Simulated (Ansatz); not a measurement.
**How far PBE and PBEsol part for hypothetical diamond Ni, pressure 7.5 GPa**

The reference is Ni in the diamond structure (space group Fd-3m, No. 227; a = 5.0999 Å; ferromagnetic; a hypothetical phase, not in the database extracts checked).

(Cell as relaxed with PBE.)

Levels (all Ansatz, a program for electronic structure, PAW): PBE (420 eV, no SOC); PBEsol (420 eV, no SOC).

Each level relaxes its own structure.

| base | PBE | PBEsol |
|---|---|---|
| volume per atom | 16.58 Å³ | 15.69 Å³ |
| lattice parameter a | 510.0 pm | 500.7 pm |
| band gap | zero | zero |
| largest site moment | 0.84 μB | 0.83 μB |

Perturbation: a hydrostatic pressure of 7.5 GPa.

```csv
quantity,PBE,PBEsol
lattice parameter a,498.3 pm,490.7 pm
magnetic state,ferromagnetic,ferromagnetic
band gap,zero,zero
largest site moment,0.83 μB,0.82 μB
```

PBE's lattice parameter a lies 7.54 pm above PBEsol's (1.5 %); the two agree on the magnetic state and band gap. Neither level is exact; PBEsol is the comparison here, not a measurement.

Other magnetic orders, which the real material may have, were not ruled out. Load acts through the strain it causes; cell and atoms are relaxed under it. Whether these cells are dynamically stable was not tested. Competing high-pressure phases were not computed.
